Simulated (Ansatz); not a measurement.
# Response to strain in YN

Take YN in the rock salt structure (space group Fm-3m, No. 225) as the base.

```cif
data_N4Y4
_chemical_formula_sum 'Y4 N4'
_space_group_name_H-M_alt 'Fm-3m'
_space_group_IT_number 225
_space_group_name_Hall '-F 4 2 3'
_cell_length_a 4.81980
_cell_length_b 4.81980
_cell_length_c 4.81980
_cell_angle_alpha 90.000
_cell_angle_beta 90.000
_cell_angle_gamma 90.000
loop_
_atom_site_label
_atom_site_type_symbol
_atom_site_symmetry_multiplicity
_atom_site_Wyckoff_symbol
_atom_site_fract_x
_atom_site_fract_y
_atom_site_fract_z
_atom_site_occupancy
Y1 Y 4 a 0.00000 0.00000 0.00000 1
N1 N 4 b 0.50000 0.50000 0.50000 1
```
(The calculation used a cell of 2 atoms; values per cell refer to that cell.)

Strains are applied to the cell and any free atomic positions relax.

The values are results of LDA (Ansatz, a program for electronic structure, PAW, no spin-orbit coupling), not measurements.

Notes on the quantities. energy relative to the base: free energy F.

```csv
change,energy relative to the base,pressure,volume per atom
base,0 meV/atom,0.0 GPa,14.00 Å³
isotropic strain −2.50 %,+49 meV/atom,16.2 GPa,12.97 Å³
isotropic strain −2.00 %,+31 meV/atom,12.5 GPa,13.17 Å³
isotropic strain −1.50 %,…,…,13.38 Å³
isotropic strain −1.00 %,+7.4 meV/atom,5.9 GPa,13.58 Å³
isotropic strain +0.50 %,+1.8 meV/atom,-2.6 GPa,14.21 Å³
isotropic strain +1.50 %,+15 meV/atom,-7.4 GPa,14.64 Å³
isotropic strain +2.00 %,+27 meV/atom,-9.6 GPa,14.85 Å³
isotropic strain +2.50 %,+41 meV/atom,-11.6 GPa,15.07 Å³
isotropic strain +3.00 %,+59 meV/atom,-13.4 GPa,15.29 Å³
```

Fill in the withheld entries from the trend.


- isotropic strain −1.50 %, energy relative to the base: +17 meV/atom
- isotropic strain −1.50 %, pressure: 9.1 GPa

A case with no gap was solved on a k-mesh chosen for an insulator, which is coarse for it. Whether these cells are dynamically stable was not tested. All final runs are without spin polarisation.
